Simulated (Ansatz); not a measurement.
The structure below was relaxed with PBE (Ansatz, a first-principles code, PAW, spin-orbit coupling left out), at pressure 22.5 GPa.

Space group P6₃/mmc (No. 194); a = 2.895 Å, b = 2.895 Å, c = 4.837 Å, α = 90.00°, β = 90.00°, γ = 120.00°

```tsv
atom	site	symmetry	x	y	z
Cd	2c	-6m2	0.3333	0.6667	0.2500
```

Q: Write out a cell with all atoms.

A: 
```cif
data_Cd2
_chemical_formula_sum 'Cd2'
_space_group_name_H-M_alt 'P 1'
_space_group_IT_number 1
_cell_length_a 2.89471
_cell_length_b 2.89471
_cell_length_c 4.83709
_cell_angle_alpha 90.000
_cell_angle_beta 90.000
_cell_angle_gamma 120.000
loop_
_space_group_symop_operation_xyz
  'x, y, z'
loop_
_atom_site_label
_atom_site_type_symbol
_atom_site_fract_x
_atom_site_fract_y
_atom_site_fract_z
_atom_site_occupancy
Cd1 Cd 0.66667 0.33333 0.75000 1
Cd2 Cd 0.33333 0.66667 0.25000 1
```
This is the conventional cell.

Load acts through the strain it causes; cell and atoms are relaxed under it. Whether these cells are dynamically stable was not tested. No other phases were tried under pressure. The cell was made from Cd in the hcp (Mg type) structure (space group P6_3/mmc, No. 194) by this change: pressure 22.5 GPa.
